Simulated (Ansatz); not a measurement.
Start from MgZn2 (space group P6_3/mmc, No. 194; a = 5.135 Å, c = 8.338 Å).

Method: PBEsol/PAW in Ansatz (an electronic-structure program), without spin-orbit coupling.

One change was made to it. Results:

| quantity | base | after |
|---|---|---|
| c/a ratio | 1.624 | 1.624 |
| lattice parameter a | 9.704 bohr | 9.674 bohr |

**Question.** Which of these changes matches the shifts?
A. pressure 10 GPa
B. pressure 3 GPa
C. pressure 0.7 GPa

**Answer.** C, pressure 0.7 GPa. For comparison, the lattice parameter a in the other runs: pressure 3 GPa gives 9.584 bohr; pressure 10 GPa gives 9.365 bohr.

Load acts through the strain it causes; cell and atoms are relaxed under it. Stability against distortions was not tested. Competing high-pressure phases were not computed.
